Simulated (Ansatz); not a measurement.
## Do energy and pressure agree? Two volumes of HfN (I4mm, 2 atoms in the cell)

```
CELL_PARAMETERS angstrom
      0.00000     2.24870     2.24870
      2.24870     0.00000     2.24870
      2.24870     2.24870     0.00000
ATOMIC_POSITIONS crystal
  Hf 0.01112 0.01112 0.98888
  N  0.50000 0.50000 0.50000
```

Computed with PBEsol, default PAW files made with PBE (plane waves; Ansatz, an electronic-structure program).

Settings: basis.ecutwfc = 1010 eV; kpoints.mp_grid.grid = 13 13 13; hamiltonian.xc = pbesol; hamiltonian.pseudopotentials = {kind: paw} (the program's default PAW files); scf.occupations.method = fermi_dirac; scf.occupations.width = 0.1 eV. This cutoff ends a ladder whose last two steps agree within 1 meV/atom.

The second cell is the first with its lattice scaled by 0.98, at the same fractional positions.

The starting cell has typed, rounded lattice constants, without a prior relaxation at this level. Its lattice was rescaled by up to half a per cent. One atom was moved a little off its site on purpose. Ansatz's pressure includes its estimate of the finite-basis (Pulay) stress.

| cell | volume (Å³/atom) | pressure (GPa) | F less the first cell's (meV/atom) |
|---|---|---|---|
| first | 11.3709 | 1.11 | 0.00 |
| second | 10.7022 | 20.96 | ? |

Problem. Estimate the energy of the second cell from the pressures, and the bulk modulus between the two volumes.

Solution. With P = −dF/dV, the trapezoid gives ΔF ≈ −(P₁ + P₂)/2 · ΔV = −(11.035 GPa) · (-0.6687 Å³) = 46.06 meV/atom (1 eV/Å³ = 160.22 GPa). The modulus at fixed fractional positions is B = −ΔP/Δln V = 328 GPa, a mean over the interval; zero pressure lies outside it, so this is not the modulus at equilibrium. P(V) is curved, so the trapezoid lies high by about |ΔV|³·B·(1 + B′)/(12·V̄²) = 2.09 meV/atom for an assumed B′ = 4, which leaves 43.97 meV/atom. The runs gave 43.93 meV/atom, a miss of 0.04 meV/atom. Cases were kept where this miss is small, so the page shows the method and is no test of it.

Left out of this page: 15 runs of the series outside the window shown, repeating another row's setting, or not comparable.

Keys are those of Ansatz 0.2.
